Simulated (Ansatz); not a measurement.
Start from Zr in the hcp (Mg type) structure (space group P6_3/mmc, No. 194; a = 3.244 Å, c = 5.158 Å; relaxed with 0.1 eV smearing). Axes: x lies along a and z along c of the hexagonal cell.

Structures relaxed with r2SCAN, PAW, 500 eV (Ansatz, a program for electronic structure; scalar-relativistic without spin-orbit coupling).

Base:

Simulated powder pattern, Cu Kα, λ = 1.54184 Å (kinematic, ideal powder, no thermal factors, no anomalous dispersion; the 8 strongest lines at most, above 2 %, up to 2θ = 90°):

```
2θ (°)  I/Imax (%)    hkl
------  ----------  -----
31.85           24  (100)
34.79           25  (002)
36.41          100  (101)
47.88           15  (102)
56.75           18  (110)
63.43           19  (103)
68.31           21  (112)
69.33           15  (201)
```

After one change:

Simulated powder pattern, Cu Kα, λ = 1.54184 Å (kinematic, ideal powder, no thermal factors, no anomalous dispersion; the 8 strongest lines at most, above 2 %, up to 2θ = 90°):

```
2θ (°)  I/Imax (%)
------  ----------
31.85           24
33.74           27
36.17          100
47.08           16
56.75           18
61.94           20
67.68           21
69.17           15
```

Q: Which of these changes matches the shifts?
A. uniaxial strain ε_zz = +0.50 %
B. uniaxial strain ε_zz = +2.50 %
C. uniaxial strain ε_zz = +1.50 %
D. uniaxial strain ε_zz = +3.00 %

A: D, uniaxial strain ε_zz = +3.00 %. Its volume per atom is 24.21 Å³ against 23.51 Å³, and its space group is P6_3/mmc (No. 194).

No phonon test of stability was made. The final runs are not spin-polarised.
